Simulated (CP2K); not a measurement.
**CP2K run on Au3S (P6_3/mmc, 8 atoms in the cell): self-consistent single point**

Level of theory: LDA (Pade form), GPW, DZVP-MOLOPT-SR-GTH basis, GTH-PADE potentials (GTH_POTENTIALS) (CP2K).

Input as run:

```
&GLOBAL
  PROJECT run
  RUN_TYPE ENERGY_FORCE
  PRINT_LEVEL LOW
&END GLOBAL
&FORCE_EVAL
  METHOD Quickstep
  STRESS_TENSOR ANALYTICAL
  &DFT
    BASIS_SET_FILE_NAME BASIS_MOLOPT
    POTENTIAL_FILE_NAME GTH_POTENTIALS
    &QS
      METHOD GPW
      EPS_DEFAULT 1E-10
    &END QS
    &MGRID
      CUTOFF 500
      REL_CUTOFF 60
      NGRIDS 5
    &END MGRID
    &SCF
      SCF_GUESS ATOMIC
      EPS_SCF 1E-6
      MAX_SCF 100
      ADDED_MOS 13
      &DIAGONALIZATION
        ALGORITHM STANDARD
      &END DIAGONALIZATION
      &MIXING
        METHOD BROYDEN_MIXING
        ALPHA 0.3
        NBUFFER 8
        BETA 1.5
      &END MIXING
      &SMEAR ON
        METHOD GAUSSIAN
        SIGMA [eV] 0.136
      &END SMEAR
    &END SCF
    &KPOINTS
      SCHEME MONKHORST-PACK 5 5 5
    &END KPOINTS
    &XC
      &XC_FUNCTIONAL PADE
      &END XC_FUNCTIONAL
    &END XC
    &PRINT
      &MO
        EIGENVALUES T
        OCCUPATION_NUMBERS T
        NDIGITS 8
        FILENAME mo
        &EACH
          QS_SCF 0
        &END EACH
        ADD_LAST NUMERIC
      &END MO
      &MULLIKEN OFF
      &END MULLIKEN
    &END PRINT
  &END DFT
  &SUBSYS
    &CELL
      A 5.75783600 0.00000000 0.00000000
      B -2.87891800 4.98643200 0.00000000
      C 0.00000000 0.00000000 4.71796700
      PERIODIC XYZ
    &END CELL
    &COORD
      S        2.87892088     1.66214234     1.17949175
      S       -0.00000288     3.32428966     3.53847525
      Au       1.43598990     0.82906912     3.53847525
      Au       1.44292810     4.15736288     1.17949175
      Au       0.00000000     1.65813823     1.17949175
      Au       2.87891800     3.32829377     3.53847525
      Au       4.32184610     0.82906912     3.53847525
      Au      -1.44292810     4.15736288     1.17949175
    &END COORD
    &KIND S
      BASIS_SET DZVP-MOLOPT-SR-GTH-q6
      POTENTIAL GTH-PADE-q6
    &END KIND
    &KIND Au
      BASIS_SET DZVP-MOLOPT-SR-GTH-q11
      POTENTIAL GTH-PADE-q11
    &END KIND
  &END SUBSYS
  &PRINT
    &FORCES ON
    &END FORCES
    &STRESS_TENSOR ON
    &END STRESS_TENSOR
  &END PRINT
&END FORCE_EVAL
```

The program printed (abridged):

```
 GLOBAL| Method name                                                        CP2K
 GLOBAL| Project name                                                        run
 GLOBAL| Run type                                                   ENERGY_FORCE

 TOTAL NUMBERS AND MAXIMUM NUMBERS

  Total number of            - Atomic kinds:                                   2
                             - Atoms:                                          8
                             - Shell sets:                                     8
                             - Shells:                                        52
                             - Primitive Cartesian functions:                 38
                             - Cartesian basis functions:                    208
                             - Spherical basis functions:                    176

  Maximum angular momentum of- Orbital basis functions:                        3
                             - Local part of the GTH pseudopotential:          0
                             - Non-local part of the GTH pseudopotential:      4

 SCF PARAMETERS         Density guess:                                    ATOMIC
                        max_scf:                                             100
                        max_diis:                                              4
                        eps_scf:                                        1.00E-06
                        eps_diis:                                       1.00E-01
                        eps_eigval:                                     1.00E-05
                        level_shift [a.u.]:                             0.000000
                        added MOs                                        13    0
                        Mixing method:                            BROYDEN_MIXING
                                                charge density mixing in g-space
                        Smear method:                                   GAUSSIAN
                        Smearing width (sigma) [a.u.]:                  5.00E-03
                        Accuracy threshold:                             1.00E-10
                        No outer SCF

 Extrapolation method: initial_guess

 Number of electrons:                                                         78
 Number of occupied orbitals:                                                 39
 Number of molecular orbitals:                                                52

 Number of orbital functions:                                                176
 Number of independent orbital functions:                                    176

 SCF WAVEFUNCTION OPTIMIZATION

  Step     Update method      Time    Convergence         Total energy    Change
     1 NoMix/Diag. 0.30E+00      -     0.45861704      -220.5835384263 -2.21E+02
     2 Broy./Diag. 0.30E+00      -     0.08112570      -226.6387683381 -6.06E+00
     3 Broy./Diag. 0.30E+00      -     0.15207113      -223.1439767742  3.49E+00
     4 Broy./Diag. 0.30E+00      -     0.01972751      -220.4675292091  2.68E+00
     5 Broy./Diag. 0.30E+00      -     0.01391494      -220.1104586878  3.57E-01
     6 Broy./Diag. 0.30E+00      -     0.00230508      -220.1442369213 -3.38E-02
     7 Broy./Diag. 0.30E+00      -     0.00160044      -220.1634308554 -1.92E-02
   [... 2 lines left out ...]
    10 Broy./Diag. 0.30E+00      -     0.00002013      -220.1493275205 -2.38E-03
    11 Broy./Diag. 0.30E+00      -     0.00003465      -220.1494080843 -8.06E-05
    12 Broy./Diag. 0.30E+00      -     0.00000170      -220.1492156708  1.92E-04
    13 Broy./Diag. 0.30E+00      -     0.00000235      -220.1492269413 -1.13E-05
    14 Broy./Diag. 0.30E+00      -     0.00000023      -220.1492300681 -3.13E-06

  *** SCF run converged in    14 steps ***

  Electronic density on regular grids:        -77.9999999976        0.0000000024
  Core density on regular grids:               77.9999999880       -0.0000000120
  Total charge density on r-space grids:       -0.0000000097
  Total charge density g-space grids:          -0.0000000097

  Overlap energy of the core charge distribution:               0.00000003633422
  Self energy of the core charge distribution:               -395.47913907282202
  Core Hamiltonian energy:                                    120.26715154051099
  Hartree energy:                                              90.66633687863535
  Exchange-correlation energy:                                -35.60248995862445
  Smearing free energy correction:                             -0.00108949170748
  Fermi energy:                                                 0.33697317174215

  Total energy:                                              -220.14923006807169
  Total energy (extrapolated to sigma->0):                   -220.14868532221794

 ENERGY| Total FORCE_EVAL ( QS ) energy [hartree]           -220.149234453242627

 FORCES| Atomic forces [hartree/bohr]
 FORCES|   Atom     x               y               z               |f|
 FORCES|      1 -1.13558794E-07  4.67162149E-08 -8.29141704E-13   1.22792526E-07
 FORCES|      2  1.10432204E-07 -6.15702245E-08  8.27041823E-13   1.26436404E-07
 FORCES|      3  2.26297031E-03  1.30674769E-03 -9.93523621E-15   2.61316363E-03
 FORCES|      4 -2.26297189E-03 -1.30674342E-03  6.05712653E-15   2.61316286E-03
 FORCES|      5  1.93490964E-07  2.61318677E-03  2.03665576E-14   2.61318678E-03
 FORCES|      6 -1.92723369E-07 -2.61318966E-03 -2.43971137E-15   2.61318967E-03
 FORCES|      7 -2.26299946E-03  1.30656377E-03 -1.29971603E-14   2.61309691E-03
 FORCES|      8  2.26300340E-03 -1.30655030E-03  3.54562342E-16   2.61309359E-03
 FORCES| Sum     8.31773886E-14 -9.61826105E-14 -6.93742170E-16
 FORCES| Total atomic force                                       1.27161526E-13

 STRESS| Analytical stress tensor [bar]
 STRESS|                        x                   y                   z
 STRESS|      x        2.24536840762E+04  -3.12574728631E-01   2.07123079567E-08
 STRESS|      y       -3.12574728631E-01   2.24536206547E+04  -8.44570351070E-10
 STRESS|      z        2.07123079567E-08  -8.44570351070E-10   2.64206268101E+04
 STRESS| 1/3 Trace                                             2.37759771803E+04
```

The run converged in 14 iterations.

The starting cell comes from a database of computed structures (which also holds hypothetical and non-ambient phases and stackings), without a prior relaxation at this level. Its lattice was rescaled by a random factor within 2.5 % of one. Values carry the incompleteness of an atom-centred basis. The run gives no clean gap (levels at the Fermi energy touch, overlap or are partly filled at this smearing), which alone does not show that the compound is a metal.

Cost on one core of a shared machine: roughly 2 min.
